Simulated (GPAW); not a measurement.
```yaml
crystal:
  lattice:
    - [3.80895, 0.00000, 0.00000]
    - [-1.90447, 3.29865, 0.00000]
    - [0.00000, 0.00000, 12.45260]
  atoms:
    - { symbol: Zn, position: [0.66667, 0.33333, 0.74993] }
    - { symbol: Zn, position: [0.33333, 0.66667, 0.24993] }
    - { symbol: Zn, position: [0.00000, 0.00000, 0.50000] }
    - { symbol: Zn, position: [0.00000, 0.00000, 0.00000] }
    - { symbol: S, position: [0.66667, 0.33333, 0.93773] }
    - { symbol: S, position: [0.33333, 0.66667, 0.43773] }
    - { symbol: S, position: [0.00000, 0.00000, 0.68734] }
    - { symbol: S, position: [0.00000, 0.00000, 0.18734] }
```

Method: LDA (Perdew-Wang 92), GPAW PAW datasets LDA (gpaw-data 1.0.1) (plane waves; GPAW).

The set-up and first iterations of a GPAW log for ZnS (P6_3mc, 8 atoms in the cell):

```
Input parameters:
  convergence: {bands: -4,
                forces: 0.001}
  kpts: {gamma: True,
         size: (7, 7, 2)}
  maxiter: 120
  mode: {ecut: 800.0,
         name: pw}
  nbands: -6
  occupations: {name: fixed-uniform}
  symmetry: {symmorphic: False,
             tolerance: 0.0005}

species:
  Zn:
    name: Zinc
    Z: 30.0
    valence: 12
    core: 18
    charge: 0.0
    file: Zn.LDA.gz

    # Using partial waves for Zn as LCAO basis

  S:
    name: Sulfur
    Z: 16.0
    valence: 6
    core: 10
    charge: 0.0
    file: S.LDA.gz

    # Using partial waves for S as LCAO basis

Reference energy: -238449.942589  # eV

Spin-paired calculation

Convergence criteria:
 Maximum [total energy] change in last 3 cyles: 0.0005 eV / valence electron
 Maximum integral of absolute [dens]ity change: 0.0001 electrons / valence electron
 Maximum integral of absolute [eigenst]ate change: 4e-08 eV^2 / valence electron
   [... lines left out ...]

Hamiltonian:
  XC and Coulomb potentials evaluated on a 50*50*168 grid
  External potential:
    NoExternalPotential

Number of atoms: 8
Number of atomic orbitals: 52
Number of bands in calculation: 42
Number of valence electrons: 72
Bands to converge: 38

Density initialized from atomic densities
  42 bands from LCAO basis set

Atomic positions and initial magnetic moments

Positions:
   0 Zn     1.904477    1.099548    9.338578    ( 0.0000,  0.0000,  0.0000)
   1 Zn    -0.000002    2.199099    3.112278    ( 0.0000,  0.0000,  0.0000)
   2 Zn     0.000000    0.000000    6.226300    ( 0.0000,  0.0000,  0.0000)
   3 Zn     0.000000    0.000000    0.000000    ( 0.0000,  0.0000,  0.0000)
   4 S      1.904477    1.099548   11.677177    ( 0.0000,  0.0000,  0.0000)
   5 S     -0.000002    2.199099    5.450877    ( 0.0000,  0.0000,  0.0000)
   6 S      0.000000    0.000000    8.559170    ( 0.0000,  0.0000,  0.0000)
   7 S      0.000000    0.000000    2.332870    ( 0.0000,  0.0000,  0.0000)

Unit cell:
           periodic     x           y           z      points  spacing
  1. axis:    yes    3.808950    0.000000    0.000000    25     0.1319
  2. axis:    yes   -1.904475    3.298647    0.000000    25     0.1319
  3. axis:    yes    0.000000    0.000000   12.452600    84     0.1482

  Lengths:   3.808950   3.808950  12.452600
  Angles:   90.000000  90.000000 120.000003

Effective grid spacing dv^(1/3) = 0.1439
     iter     time        total  log10-change:
                         energy   eigst   dens  force
iter:   1 --:--:--   -33.579527   +0.88
iter:   2 --:--:--   -33.894724   +0.49  -1.20
iter:   3 --:--:--   -33.367450   -0.18  -1.23
iter:   4 --:--:--   -33.180033   -1.09  -1.41
iter:   5 --:--:--   -33.144803   -1.67  -1.59
iter:   6 --:--:--   -33.147507c  -2.23  -2.64
iter:   7 --:--:--   -33.149680c  -2.60  -2.68
iter:   8 --:--:--   -33.146947c  -2.97  -2.58
iter:   9 --:--:--   -33.146928c  -3.50  -3.13
iter:  10 --:--:--   -33.146780c  -3.86  -3.14
iter:  11 --:--:--   -33.146746c  -4.11  -3.21
iter:  12 --:--:--   -33.146760c  -4.55  -3.30
iter:  13 --:--:--   -33.146726c  -4.94  -3.81
iter:  14 --:--:--   -33.146732c  -4.91  -3.89
iter:  15 --:--:--   -33.146727c  -5.51  -4.08c
iter:  16 --:--:--   -33.146712c  -5.63  -4.10c
```

Problem. Will this run converge, and how will it end?

Solution. The run converged in 25 iterations. Its thresholds were met; that alone does not show that basis and mesh suffice. It ends on: free energy E − TS (from the program's reference atoms) -33.1467 eV; top of the valence band (on the code's own zero) 3.57 eV; gap on the k-point mesh 1.93 eV; pressure -4.29 GPa; largest force (vector length) 0.009 eV/Å. The log goes on:

```
iter:  17 --:--:--   -33.146715c  -6.20  -4.23c
iter:  18 --:--:--   -33.146727c  -6.16  -4.27c
iter:  19 --:--:--   -33.146713c  -6.23  -4.21c
iter:  20 --:--:--   -33.146712c  -6.78  -4.40c
iter:  21 --:--:--   -33.146712c  -7.31  -4.51c
iter:  22 --:--:--   -33.146712c  -7.80c -4.57c
iter:  23 --:--:--   -33.146713c  -7.27  -4.61c
iter:  24 --:--:--   -33.146711c  -6.87  -4.70c
iter:  25 --:--:--   -33.146711c  -7.43c -5.28c -3.01c
Converged after 25 iterations.

Dipole moment: (0.000000, -0.000000, 7.092744) |e|*Ang

Energy contributions relative to reference atoms: (reference = -238449.942589)

Kinetic:        +32.225839
Potential:      -27.240707
External:        +0.000000
XC:             -38.370275
Entropy (-ST):   +0.000000
Local:           +0.238433
SIC:             +0.000000
--------------------------
Free energy:    -33.146711
Extrapolated:   -33.146711

Showing only first 2 kpts
 Kpt  Band  Eigenvalues  Occupancy
  0    34      3.57476    2.00000
  0    35      3.57477    2.00000
  0    36      5.50666    0.00000
  0    37      6.55898    0.00000

  1    34      3.42556    2.00000
  1    35      3.42556    2.00000
  1    36      6.39321    0.00000
  1    37      6.39321    0.00000

Fermi level: 4.54072

Gap: 1.932 eV
Transition (v -> c):
  (s=0, k=0, n=35, [0.00, 0.00, 0.00]) -> (s=0, k=0, n=36, [0.00, 0.00, 0.00])
No difference between direct/indirect transitions
   [... lines left out ...]
  0 Zn    0.00000    0.00000    0.00479
  1 Zn    0.00000   -0.00000    0.00479
  2 Zn    0.00000   -0.00000    0.00947
  3 Zn    0.00000    0.00000    0.00947
  4 S    -0.00000    0.00000   -0.00620
  5 S    -0.00000    0.00000   -0.00620
  6 S     0.00000    0.00000   -0.00700
  7 S     0.00000   -0.00000   -0.00700

Stress tensor:
     0.026938     0.000000     0.000000
     0.000000     0.026938     0.000000
     0.000000     0.000000     0.026448
Stress (GPa, Voigt): [4.316  4.316  4.2374 0.     0.     0.    ]
```

For comparison: a first run (DFT PBE, plane waves, GPAW PAW datasets PBE (gpaw-data 1.0.1)) was changed to give this one (xc: PBE → LDA; potentials: GPAW PAW datasets LDA (gpaw-data 1.0.1)), and from it to this one the pressure goes from 2.37 to -4.29 GPa, the largest force goes from 0.014 to 0.009 eV/Å and the gap on the mesh goes from 2.179 to 1.932 eV.

The starting cell comes from a database of computed structures (which also holds hypothetical and non-ambient phases and stackings), without a prior relaxation at this level. With a pressure of about -4 GPa the cell is away from its equilibrium volume at this level.

The run was DFT LDA (Perdew-Wang 92), plane waves, GPAW PAW datasets LDA (gpaw-data 1.0.1). Main settings of its input:

- mode: pw
- ecut: 800 eV
- xc: LDA
- kpts: 7 7 2
- mesh shift (steps): 0 0 0
- occupations.name: fixed-uniform
- nbands: -6
- convergence.forces: 0.001 eV/Å
- convergence.bands: -4
- symmetry.symmorphic: false
- symmetry.tolerance: 0.0005
- maxiter: 120
